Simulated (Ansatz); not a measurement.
SiC under load (space group P6_3mc), Ansatz (an electronic-structure program) with PBE with spin-orbit coupling, rigid bands. Condition of this run: uniaxial stress along c of 20 GPa (compression positive) (the target of the relaxation). Band gap 2.26 eV, N_c = 1.72e19 cm⁻³ and N_v = 2.17e19 cm⁻³ at 300 K, conductivity masses along y (a = (3.09, 0.00, 0.00) Å; b = (-1.54, 2.67, 0.00) Å; c = (0.00, 0.00, 4.87) Å) of 0.343 mₑ (electrons) and 1.52 mₑ (holes). Take k_BT = 0.02585 eV.

Task: A film of it is 8 nm thick, with its normal along the direction named. Estimate the confinement energies in an infinite well.

Result: ħ²π²/(2m t²) = 0.376 eV·nm²/(m/mₑ × t²) gives 17.1 meV for electrons and 3.87 meV for holes, so the gap would widen to about 2.28 eV. Finite barriers and nonparabolic bands lower this, and with several valleys or bands the heaviest mass along the normal sets the lowest level, not this average.

Task: Find the intrinsic carrier density and the intrinsic Fermi level.

Result: n_i = √(N_c N_v) exp(−E_g/2k_BT) = 1.93e19 × exp(−43.71) = 2.0e0 cm⁻³. The level lies (k_BT/2) ln(N_v/N_c) = 3 meV from mid-gap (positive towards the conduction band). Each 0.1 eV added to the gap lowers n_i by a factor of 6.9.

Task: What thermal injection velocity √(2k_BT/πm) limits a ballistic channel along the direction named?

Result: 9.19e6 cm/s for electrons and 4.36e6 cm/s for holes, a ratio of √(m_h/m_e) = 2.11, for dilute carriers.

Rigid bands with the computed gap; masses take one relaxation time for all states. Geometry: cell and atoms relaxed with PBEsol.
